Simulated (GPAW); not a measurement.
```
ScGa5Fe
1.0
    4.11746     0.00000     0.00000
    0.00000     4.11746     0.00000
    0.00000     0.00000     6.60474
Sc Ga Fe
1 5 1
Cartesian
  0.00079  -0.01479  -0.02508
 -0.00268   2.03453   2.06077
  0.00561   2.06847   4.57714
  2.03249  -0.08211   2.05894
  2.04698   0.10347   4.55257
  2.07256   2.04288  -0.05843
  0.02045   0.02374   3.34596
```

Method: PBEsol, GPAW PAW datasets PBEsol (made by gpaw-setup) (plane waves; GPAW).

The set-up and first iterations of a GPAW log for ScGa5Fe (P1, 7 atoms in the cell):

```
Input parameters:
  convergence: {density: 1e-05,
                energy: 1e-05}
  kpts: [5 5 3]
  maxiter: 120
  mode: {ecut: 850.0,
         name: pw}
  nbands: -15
  occupations: {name: methfessel-paxton,
                order: 0,
                width: 0.2}
  symmetry: {symmorphic: False,
             tolerance: 0.0005}
  xc: PBEsol

species:
  Sc:
    name: Scandium
    Z: 21.0
    valence: 11
    core: 10
    charge: 0.0
    file: Sc.PBEsol.gz

    # Using partial waves for Sc as LCAO basis

  Ga:
    name: Gallium
    Z: 31.0
    valence: 3
    core: 28
    charge: 0.0
    file: Ga.PBEsol.gz

    # Using partial waves for Ga as LCAO basis

  Fe:
    name: Iron
    Z: 26.0
    valence: 8
    core: 18
    charge: 0.0
    file: Fe.PBEsol.gz

    # Using partial waves for Fe as LCAO basis

Reference energy: -319573.422196  # eV

Spin-paired calculation

Convergence criteria:
   [... lines left out ...]

Hamiltonian:
  XC and Coulomb potentials evaluated on a 56*56*90 grid
  External potential:
    NoExternalPotential

XC parameters: PBEsol with 2 nearest neighbor stencil

Number of atoms: 7
Number of atomic orbitals: 42
Number of bands in calculation: 32
Number of valence electrons: 34
Bands to converge: occupied

Density initialized from atomic densities
  32 bands from LCAO basis set

Atomic positions and initial magnetic moments

Positions:
   0 Sc     0.000786   -0.014786   -0.025085    ( 0.0000,  0.0000,  0.0000)
   1 Ga    -0.002685    2.034527    2.060766    ( 0.0000,  0.0000,  0.0000)
   2 Ga     0.005612    2.068471    4.577140    ( 0.0000,  0.0000,  0.0000)
   3 Ga     2.032488   -0.082114    2.058936    ( 0.0000,  0.0000,  0.0000)
   4 Ga     2.046978    0.103472    4.552570    ( 0.0000,  0.0000,  0.0000)
   5 Ga     2.072564    2.042877   -0.058432    ( 0.0000,  0.0000,  0.0000)
   6 Fe     0.020447    0.023741    3.345963    ( 0.0000,  0.0000,  0.0000)

Unit cell:
           periodic     x           y           z      points  spacing
  1. axis:    yes    4.117458    0.000000    0.000000    28     0.1471
  2. axis:    yes    0.000000    4.117458    0.000000    28     0.1471
  3. axis:    yes    0.000000    0.000000    6.604743    45     0.1468

  Lengths:   4.117458   4.117458   6.604743
  Angles:   90.000000  90.000000  90.000000

Effective grid spacing dv^(1/3) = 0.1470
     iter     time        total  log10-change:
                         energy   eigst   dens
iter:   1 --:--:--   -37.809314
iter:   2 --:--:--   -35.269544   -0.43  -0.92
iter:   3 --:--:--   -35.003299   -0.95  -1.00
iter:   4 --:--:--   -37.490038   -0.67  -1.07
iter:   5 --:--:--   -34.669269   -1.05  -1.06
```

Question: How does the run end?

Answer: The run converged in 27 iterations. Convergence of the loop says nothing yet on basis, mesh or lower states. It ends on: free energy E − TS (from the program's reference atoms) -34.4234 eV; Fermi level (on the code's own zero) 7.66 eV; pressure -0.20 GPa; largest force (vector length) 0.758 eV/Å. The log goes on:

```
   [... 5 lines left out ...]
iter:  11 --:--:--   -34.398708   -3.17  -2.01
iter:  12 --:--:--   -34.397223   -3.99  -2.55
iter:  13 --:--:--   -34.396492   -4.09  -2.76
iter:  14 --:--:--   -34.396473   -5.10  -2.99
iter:  15 --:--:--   -34.396467c  -4.80  -3.02
iter:  16 --:--:--   -34.396438c  -5.57  -3.17
iter:  17 --:--:--   -34.396369c  -5.64  -3.26
iter:  18 --:--:--   -34.396357c  -5.98  -3.47
iter:  19 --:--:--   -34.396346c  -6.00  -3.56
iter:  20 --:--:--   -34.396348c  -6.50  -3.99
iter:  21 --:--:--   -34.396347c  -7.45c -4.14
iter:  22 --:--:--   -34.396346c  -7.23  -4.19
iter:  23 --:--:--   -34.396346c  -8.04c -4.59
iter:  24 --:--:--   -34.396345c  -8.24c -4.65
iter:  25 --:--:--   -34.396345c  -8.80c -4.87
iter:  26 --:--:--   -34.396345c  -9.15c -4.95
iter:  27 --:--:--   -34.396345c  -9.57c -5.10c
Converged after 27 iterations.

Dipole moment: (-0.526375, -0.609006, 2.547780) |e|*Ang

Energy contributions relative to reference atoms: (reference = -319573.422196)

Kinetic:        +83.633049
Potential:      -66.677778
External:        +0.000000
XC:             -51.630629
Entropy (-ST):   -0.054157
Local:           +0.306090
SIC:             +0.000000
--------------------------
Free energy:    -34.423423
Extrapolated:   -34.396345

Showing only first 2 kpts
 Kpt  Band  Eigenvalues  Occupancy
  0    15      7.65760    1.01538
  0    16      8.66331    0.00000
  0    17      8.66553    0.00000
  0    18      9.37256    0.00000

  1    15      7.50784    1.71907
  1    16      8.21841    0.00008
  1    17      8.22883    0.00006
  1    18      8.57749    0.00000

Fermi level: 7.66033

No gap
No difference between direct/indirect transitions
Energy (eV): -34.396345

Forces in eV/Ang:
  0 Sc   -0.03558    0.03217    0.25600
  1 Ga   -0.03443    0.17023   -0.58085
  2 Ga   -0.02550    0.22810    0.47179
  3 Ga    0.34697    0.14166   -0.64818
  4 Ga    0.28426   -0.28172    0.63333
  5 Ga   -0.05330    0.08451    0.31623
  6 Fe   -0.48246   -0.37498   -0.44821

Stress tensor:
     0.004327     0.000129     0.000064
     0.000129     0.005171    -0.001902
     0.000064    -0.001902    -0.005686
Stress (GPa, Voigt): [ 0.6932  0.8286 -0.911  -0.3048  0.0102  0.0207]
```

For comparison: a first run was changed to give this one (atoms moved at random), and from it to this one the free energy rises by 15.1 meV/atom, the pressure goes from -1.13 to -0.20 GPa and the largest force goes from 0.169 to 0.758 eV/Å.

The starting cell comes from a database of computed structures (which also holds hypothetical and non-ambient phases and stackings), without a prior relaxation at this level. Its lattice was rescaled by a random factor within 2.5 % of one. For this run, on top of that: atoms moved at random. Spin polarisation is off.

The run was DFT PBEsol, plane waves, GPAW PAW datasets PBEsol (made by gpaw-setup). Main settings of its input:

* **mode**: pw
* **ecut**: 850 eV
* **xc**: PBEsol
* **kpts**: 5 5 3
* **mesh shift (steps)**: 0 0 0
* **occupations.name**: methfessel-paxton
* **occupations.width**: 0.2 eV
* **occupations.order**: 0
* **nbands**: -15
* **convergence.density**: 1e-05 e/electron
* **convergence.energy**: 1e-05 eV/electron
* **symmetry.symmorphic**: false
